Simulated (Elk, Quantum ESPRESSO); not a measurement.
A Quantum ESPRESSO input for a self-consistent single point of TaOs3 (Pm-3m, 4 atoms in the cell) (DFT, PBEsol, plane waves, PseudoDojo standard norm-conserving (PBESOL) pseudopotentials):

```fortran
&CONTROL
  calculation = 'scf'
  prefix = 'TaOs3'
  outdir = './tmp'
  pseudo_dir = './'
  tprnfor = .true.
  tstress = .true.
/
&SYSTEM
  ibrav = 0
  nat = 4
  ntyp = 2
  ecutwfc = 75
  occupations = 'smearing'
  smearing = 'fermi-dirac'
  degauss = 0.0073499
/
&ELECTRONS
  conv_thr = 1.0d-10
  mixing_beta = 0.4
/
ATOMIC_SPECIES
Ta   180.9479  Ta.upf
Os   190.2300  Os.upf
ATOMIC_POSITIONS {angstrom}
Ta    0.00000000    0.00000000    0.00000000
Os    0.00000000    1.91833550    1.91833550
Os    1.91833550    0.00000000    1.91833550
Os    1.91833550    1.91833550    0.00000000
K_POINTS {automatic}
7 7 7  0 0 0
CELL_PARAMETERS {angstrom}
   3.83667100     0.00000000     0.00000000
   0.00000000     3.83667100     0.00000000
   0.00000000     0.00000000     3.83667100
```

Translate this input to Elk.

This is the input that was run; spellings and numerical settings could be chosen otherwise.

```
tasks
  0

xctype
  22

rgkmax
  8.0

gmaxvr
  16.0

nxlo
  2

lorbcnd
  .true.

rmtscf
  0.88

lmaxi
  3

stype
  3

swidth
  0.00367493

avec
    7.2502574203    0.0000000000    0.0000000000
    0.0000000000    7.2502574203    0.0000000000
    0.0000000000    0.0000000000    7.2502574203

sppath
  './'

atoms
  2   : nspecies
  'Ta.in'   : spfname
  1   : natoms; atposl, bfcmt below
  0.0000000000  0.0000000000  0.0000000000    0.0 0.0 0.0
  'Os.in'   : spfname
  3   : natoms; atposl, bfcmt below
  0.0000000000  0.5000000000  0.5000000000    0.0 0.0 0.0
  0.5000000000  0.0000000000  0.5000000000    0.0 0.0 0.0
  0.5000000000  0.5000000000  0.0000000000    0.0 0.0 0.0

ngridk
  7 7 7
```

Basis, cutoffs, solver keys and any potentials are the target program's own. This input uses DFT, PBEsol, all-electron FP-LAPW, Elk's shipped species files, APW+lo basis with extra local orbitals.

The starting cell comes from a database of computed structures (which also holds hypothetical and non-ambient phases and stackings), without a prior relaxation at this level. For this run, on top of that: lattice scaled by 0.98.
